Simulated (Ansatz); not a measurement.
The starting structures come from a database of crystals and need not be the phases stable at ambient conditions.

Where the default PAW files enter, the runs use the earlier of Ansatz's two default sets.

**Evanescent states of MoSe2 (R3m, not sure to be the ambient phase, 3 atoms a cell, 19.7 Å³ an atom) along the normal of (001)**

All values below come from PBEsol (plane waves, PAW; Ansatz, an electronic-structure program).

No gap correction and no spin-orbit coupling; mid-gap is the computed energy nearest the middle.

Energies count from the valence-band top; κ is the least over a 12×12 mesh across the current.

```tsv
E (eV)	κ (1/Å)	where
0.03	0.114	Γ
0.09	0.204	Γ
0.15	0.216	off Γ
0.21	0.210	off Γ
0.27	0.203	off Γ
0.33	0.195	off Γ
0.39	0.185	off Γ
0.45	0.173	off Γ
0.51	0.159	off Γ
0.57	0.143	off Γ
0.63	0.121	off Γ
0.69	0.092	off Γ
```

Problem. How thick must the barrier be to attenuate the transmission by 10^6 when the electrodes' Fermi level lies at 0.27 eV, and what attenuation does that film give at 0.33 eV?

Solution. d = 6 ln 10 / (2 × 0.203) = 34.0 Å. At 0.33 eV it gives 6 × 0.195/0.203 = 5.8 decades.
